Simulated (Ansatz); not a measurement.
CdSe, carrier doping

Start from CdSe in the wurtzite structure (space group P6_3mc, No. 186).

```cif
data_Cd2Se2
_chemical_formula_sum 'Cd2 Se2'
_space_group_name_H-M_alt 'P 1'
_space_group_IT_number 1
_cell_length_a 4.38288
_cell_length_b 4.38288
_cell_length_c 7.15467
_cell_angle_alpha 90.000
_cell_angle_beta 90.000
_cell_angle_gamma 120.000
loop_
_space_group_symop_operation_xyz
  'x, y, z'
loop_
_atom_site_label
_atom_site_type_symbol
_atom_site_fract_x
_atom_site_fract_y
_atom_site_fract_z
_atom_site_occupancy
Cd1 Cd 0.66667 0.33333 0.00047 1
Cd2 Cd 0.33333 0.66667 0.50047 1
Se1 Se 0.66667 0.33333 0.62473 1
Se2 Se 0.33333 0.66667 0.12473 1
```

Carriers are added at fixed cell with a uniform background; the Fermi–Dirac width is that of 300 K.

Calculations: PBE (Ansatz, a program for electronic structure), no spin-orbit coupling, earlier PAW set.

Candidates:
(a) holes 3.0×10^21 cm⁻³
(b) holes 5.0×10^21 cm⁻³
(c) electrons 2.0×10^21 cm⁻³
(d) electrons 3.0×10^21 cm⁻³
(e) electrons 5.0×10^21 cm⁻³

For the base:

```
Quantity                        Value
----------------------------  -------
Gap between the host's bands  0.54 eV
```

Task: Order them by gap between the host's bands, highest first.

Result: (b) holes 5.0×10^21 cm⁻³ (0.75 eV), (a) holes 3.0×10^21 cm⁻³ (0.67 eV), (c) electrons 2.0×10^21 cm⁻³ (0.49 eV), (d) electrons 3.0×10^21 cm⁻³ (0.46 eV), (e) electrons 5.0×10^21 cm⁻³ (0.42 eV)

Carriers are added with a uniform compensating background; total energy and stress of such cells depend on the potential's zero and are not compared; many-body gap narrowing is missing at this level. No phonon test of stability was made.
